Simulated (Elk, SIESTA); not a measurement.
A SIESTA input for a self-consistent single point of IrPd3 (I4/mmm, 4 atoms in the cell) (DFT, LDA PW92, numerical atomic orbitals DZP, PseudoDojo LDA standard norm-conserving potentials (rewritten from UPF to PSML)):

```
# files in the folder: Pd.psml Ir.psml (PseudoDojo LDA standard)
SystemName  IrPd3
SystemLabel siesta

NumberOfAtoms                4
NumberOfSpecies              2
%block ChemicalSpeciesLabel
  1 46 Pd
  2 77 Ir
%endblock ChemicalSpeciesLabel
LatticeConstant              1.0 Ang
%block LatticeVectors
    -1.930076000    1.930076000    3.814993000
     1.930076000   -1.930076000    3.814993000
     1.930076000    1.930076000   -3.814993000
%endblock LatticeVectors
AtomicCoordinatesFormat      ScaledCartesian
%block AtomicCoordinatesAndAtomicSpecies
    -0.000000000    1.930076000    1.907496500  1
     1.930076000    0.000000000    1.907496500  1
     0.000000000    0.000000000    3.814993000  1
     0.000000000    0.000000000    0.000000000  2
%endblock AtomicCoordinatesAndAtomicSpecies

XC.functional                LDA
XC.authors                   PW92
PAO.BasisSize                DZP
PAO.EnergyShift              0.01 Ry
MeshCutoff                   400 Ry
%block kgrid.MonkhorstPack
    8   0   0  0.0
    0   8   0  0.0
    0   0   8  0.0
%endblock kgrid.MonkhorstPack
OccupationFunction           MP
OccupationMPOrder            0
ElectronicTemperature        0.2 eV

MaxSCFIterations             150
SCF.Mixer.Method             Pulay
SCF.Mixer.Weight             0.25
SCF.Mixer.History            6
SCF.DM.Tolerance             1.0E-05
Diag.ParallelOverK           true
WriteForces                  true
```

### Question
Give the Elk input for the same structure, mesh, smearing and functional.

### Answer
One input that does it (others would too):

```
tasks
  0

rgkmax
  7.5

gmaxvr
  16.0

nxlo
  2

lorbcnd
  .true.

rmtscf
  0.91

lmaxi
  3

stype
  0

swidth
  0.00734986

maxscl
  100

avec
   -3.6473150397    3.6473150397    7.2092919374
    3.6473150397   -3.6473150397    7.2092919374
    3.6473150397    3.6473150397   -7.2092919374

sppath
  'species/'

atoms
  2
  'Pd.in'
  3
  0.7500000000  0.2500000000  0.5000000000    0.0 0.0 0.0
  0.2500000000  0.7500000000  0.5000000000    0.0 0.0 0.0
  0.5000000000  0.5000000000  0.0000000000    0.0 0.0 0.0
  'Ir.in'
  1
  0.0000000000  0.0000000000  0.0000000000    0.0 0.0 0.0

ngridk
  8 8 8
```

Basis settings and potentials, where a program has them, do not carry over. This input uses DFT, LDA (PW92), all-electron FP-LAPW, Elk's shipped species files, APW+lo basis with extra local orbitals. LDA parametrisations can differ slightly between programs.

The starting cell comes from a database of computed structures (which also holds hypothetical and non-ambient phases and stackings), without a prior relaxation at this level. For this run, on top of that: lattice scaled by 0.98.
